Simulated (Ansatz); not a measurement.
Consider SnSe in the GeS type structure (space group Pnma, No. 62; layered, stacked along the Cartesian x axis).

```
SnSe
1.0
   11.53579     0.00000     0.00000
    0.00000     4.12093     0.00000
    0.00000     0.00000     4.57816
Sn Se
4 4
Direct
  0.11799   0.25000   0.11649
  0.38201   0.75000   0.61649
  0.88201   0.75000   0.88351
  0.61799   0.25000   0.38351
  0.85352   0.25000   0.48533
  0.64648   0.75000   0.98533
  0.14648   0.75000   0.51467
  0.35352   0.25000   0.01467
```

Cartesian axes are those of the cell as printed.

Calculations: r2SCAN+rVV10/PAW in Ansatz (a quantum-chemistry and plane-wave program), without spin-orbit coupling.

The change: the cell is compressed by 5.07 % along z with no lateral relaxation, atoms relaxed at fixed cell.

**Question.** Predict the stress tensor and what it implies for the stiffness.

**Answer.** Stress of the strained cell less that of the base (GPa, compression positive):
```
   1.01    0.00    0.00
   0.00    1.89    0.00
   0.00    0.00    2.17
```

Then −Δσ_ii/ε with ε = -0.0507 gives secant stiffness values (nonlinear terms included at this strain): C33 ≈ 43 GPa, C13 ≈ 20 GPa and C23 ≈ 37 GPa.

As a check, the harmonic strain energy −½ V₀ Δσ:ε is 9.3 meV/atom; the computed energy rise is 8.7 meV/atom.

Stability against distortions was not tested.
